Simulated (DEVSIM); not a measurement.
Device: abrupt Ge p-n junction, at 350 K.

Layer 1 from the left is Ge, thickness (μm) 16.0, Na (cm⁻³) 2.2e17, τn (s) 9.5e-6, τp (s) 9.5e-6. Layer 2 from the left is Ge, thickness (μm) 2.30, Nd (cm⁻³) 1.4e16, τn (s) 9.5e-6, τp (s) 9.5e-6.

Left contact: ohmic. Right contact: ohmic. Voltage is applied to the left contact. Recombination: SRH at mid-gap, Auger. Mobility is constant in doping.

The device is made up for the run: typed textbook-type constants, with dimensions and the other settings drawn at random. Values at 300 K; Nc and Nv go as T^1.5, mobilities as T to minus their exponent, the gap by Varshni's rule with the affinity fixed.

Ge: gap (eV) 0.664, affinity (eV) 4, permittivity 16, Nc (cm⁻³) 1.04e19, Nv (cm⁻³) 6e18, μn (cm²/Vs) 3900, μp (cm²/Vs) 1900, T exponent of μn 1.66, T exponent of μp 2.33, Cn (cm⁶/s) 1e-31, Cp (cm⁶/s) 1e-31, Varshni α (eV/K) 0.000477, Varshni β (K) 235.

Problem. Estimate by hand the built-in potential, the peak field at zero bias, and compare with a numerical solution.

Solution. 
- Built-in potential: ni = √(Nc Nv) exp(−Eg/2kT) = 2.28e14 cm⁻³ with Eg = 0.644 eV; Vbi = kT/q ln(Na Nd/ni²) = 0.331 V; numerical 0.331 V.
- Peak field at zero bias: depletion approximation: W = √(2εVbi/(qN)) = 0.211 μm with N = 1.32e16 cm⁻³; field = 2Vbi/W = 31400 V/cm; numerical 33600 V/cm (estimate below by 6.6 %).

Simulated with DEVSIM: 1D drift-diffusion, Boltzmann statistics, complete ionisation; no tunnelling, impact ionisation, image-force lowering or self-heating.
